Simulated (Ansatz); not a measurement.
For Lu (P6_3/mmc), PBEsol, DFPT electron-phonon coupling, linearised Boltzmann equation run with Ansatz (a quantum-chemistry and plane-wave program) gives a transport coupling λ_tr = 0.634 and a Drude plasma energy ħω_p = 3.73 eV along x (a = (3.44, 0.00, 0.00) Å; b = (-1.72, 2.98, 0.00) Å; c = (0.00, 0.00, 5.34) Å).

Task: Estimate the resistivity at 300 K from the high-temperature formula ρ = 2π λ_tr k_B T / (ħ ε₀ ω_p²), and say how the full Boltzmann solution compares.

Result: The scattering rate is 1/τ = 2π λ_tr k_B T/ħ = 1.56e14 s⁻¹ and ω_p = 5.67e15 s⁻¹, so ρ ≈ 55.0 μΩ·cm. The Boltzmann solution gives 52.7 μΩ·cm, 0.96 times the estimate.

A metal at this level (no band gap). Only scattering by harmonic phonons is included (no impurities, grain boundaries, electron-electron scattering or thermal expansion). Spin-orbit coupling is left out, which matters with elements this heavy. The run warned that the eigensolver left some states short of its tolerance. Halving the electron mesh (28x28x16) moves the resistivity by up to 5 % at 300 K, the coupling by up to 2 %. Smearing 0.20 eV; phonons on a 5x5x3 q mesh, which this run doesn't test.
